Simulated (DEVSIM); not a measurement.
Structure: p-channel Si planar bulk MOSFET with SiO2, at 300 K.

* **Gate length**: 40 nm
* **Source drain length**: 32 nm
* **Dielectric thickness**: 1.3 nm
* **Lateral straggle**: 1.3 nm
* **Underlap**: 0 nm
* **Junction depth**: 20.7 nm
* **Substrate depth**: 153 nm
* **Gate work function**: 5.1 eV
* **Source and drain doping**: 5.1e19 cm⁻³, Gaussian tails under the gate
* **Body doping**: 1.6e18 cm⁻³
* **Lifetime**: 3e-7 s
* **Supply**: 0.8 V
* **Back or body bias**: 0.5 V

All mobilities are scaled by 0.5; velocity saturation, μ/(1 + (μE/vsat)^b)^(1/b) with b = 2 for electrons and 1 for holes and E the electric field along each mesh edge, is on. Mobility is μmin + (μ − μmin)/(1 + (N/Nref)^α).

This is a model device: material constants are rounded textbook-type values typed into the input, and sizes, dopings and lifetimes were drawn at random. Values at 300 K.

Si: gap (eV) 1.124, affinity (eV) 4.05, permittivity 11.7, Nc (cm⁻³) 2.86e19, Nv (cm⁻³) 3.1e19, μn (cm²/Vs) 1417, μp (cm²/Vs) 470, μn,min 52, μp,min 45, Nref,n 9.7e16, Nref,p 2.2e17, αn 0.68, αp 0.72, vsat,n (cm/s) 1e7, vsat,p (cm/s) 8.4e6. SiO2: gap (eV) 9, affinity (eV) 0.9, permittivity 3.9.

Model (solved in DEVSIM): 2D drift-diffusion, Boltzmann statistics, complete ionisation; no quantum confinement, tunnelling, impact ionisation, self-heating, contact resistance or fringe fields beside the gate. Metal contacts follow the ideal Schottky-Mott rule: no Fermi-level pinning, no interface dipoles.

Transfer curves, |Id| in μA/μm:

| Vg (V) | Vd = -0.05 V | Vd = -0.8 V |
|---|---|---|
| 0.24 | 1.251e-6 | 9.590e-6 |
| 0.2 | 4.193e-6 | 3.163e-5 |
| 0.16 | 1.406e-5 | 0.0001046 |
| 0.12 | 4.715e-5 | 0.0003464 |
| 0.08 | 0.0001581 | 0.001148 |
| 0.04 | 0.0005296 | 0.003801 |
| 0 | 0.001771 | 0.01256 |
| -0.04 | 0.005900 | 0.04129 |
| -0.08 | 0.01954 | 0.1338 |
| -0.12 | 0.06396 | 0.4207 |
| -0.16 | 0.2042 | 1.255 |
| -0.2 | 0.6180 | 3.393 |
| -0.24 | 1.685 | 7.950 |
| -0.28 | 3.884 | 15.69 |
| -0.32 | 7.365 | 26.81 |
| -0.36 | 11.78 | 40.91 |
| -0.4 | 16.58 | 57.54 |
| -0.44 | 21.44 | 76.34 |
| -0.48 | 26.17 | 97.02 |
| -0.52 | 30.68 | 119.3 |
| -0.56 | 34.95 | 143.0 |
| -0.6 | 38.98 | 168.0 |
| -0.64 | 42.77 | 194.0 |
| -0.68 | 46.34 | 220.9 |
| -0.72 | 49.71 | 248.7 |
| -0.76 | 52.88 | 277.1 |
| -0.8 | 55.87 | 306.2 |

Question: Work out the subthreshold swing at low drain bias from the rows at 0.16 and 0.12 V, and compare it with the thermal limit.

Answer: log10(4.715e-5/1.406e-5) = 0.525 over 40.0 mV, so S = 76.1 mV/decade. The limit kT/q ln 10 is 59.5 mV/decade; the ratio is 1.28. This is the steepest step of the table.

Question: Find both thresholds at the constant current 0.1 μA × (1 μm/L) a micrometre, and the DIBL.

Answer: The current is 2.50 μA/μm. Interpolating ln Id gives -0.259 V and -0.188 V; their difference over the 0.75 V of drain bias is 95 mV/V.

Source and drain are degenerate, where Boltzmann statistics are only rough. The electric field that drives the saturation includes the junctions' built-in field, which lowers the mobility there even at small currents: subthreshold currents come out too low, a known weakness of this choice.
